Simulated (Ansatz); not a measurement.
Data:

```xyz
2
Lattice="0.0000 1.7668 1.9180 1.7668 0.0000 1.9180 1.7668 1.7668 0.0000" Properties=species:S:1:pos:R:3 pbc="T T T"
C      0.0000     0.0000     0.0000
C      0.8834     0.8834     0.9590
```

All values below come from r2SCAN, rigid bands (plane waves, PAW, scalar-relativistic; Ansatz, an electronic-structure program). Condition of this run: uniaxial stress along [001] of -77 GPa (compression positive) (the target of the relaxation). Cell: cell and atoms relaxed with PBEsol, then loaded as said.

Task: Predict the electron conductivity mass (n e² τ/σ) at 300 K, by direction if it differs.

Result: 0.46 (x), 0.46 (y), 0.29 (z) mₑ.

Task: Predict the hole conductivity mass (n e² τ/σ) at 300 K, by direction if it differs.

Result: 0.43 (x), 0.43 (y), 0.27 (z) mₑ.

Task: And the band gap?

Result: 3.16 eV at this level; semilocal functionals usually fall short of the measured gap.

Rigid bands, one relaxation time for all states, no polarons. Spin-orbit coupling is left out. Geometry: cell and atoms relaxed with PBEsol.
